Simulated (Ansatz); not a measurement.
Take ZnCu in the CsCl type structure (space group Pm-3m, No. 221; a = 2.908 Å; relaxed with 0.1 eV smearing) as the base.

All numbers come from plane-wave PAW DFT at the PBEsol level (Ansatz, a program for electronic structure, 420 eV), no SOC.

Strains are applied to the cell and any free atomic positions relax.

One change was made to it. Results:

```json
[
 {"quantity": "pressure", "base": "0.0 GPa", "after": "2.1 GPa"},
 {"quantity": "energy relative to the base (free energy F)", "base": "0 meV/atom", "after": "+1.2 meV/atom"}
]
```

Question: Name the change that was made.
A) isotropic strain +2.50 %
B) isotropic strain −2.00 %
C) isotropic strain −0.50 %
D) isotropic strain +3.00 %

Answer: C, isotropic strain −0.50 %. For comparison, the energy relative to the base in the other runs: isotropic strain +3.00 % gives +38 meV/atom; isotropic strain −2.00 % gives +20 meV/atom; isotropic strain +2.50 % gives +27 meV/atom.

Whether these cells are dynamically stable was not tested. All final runs are without spin polarisation.
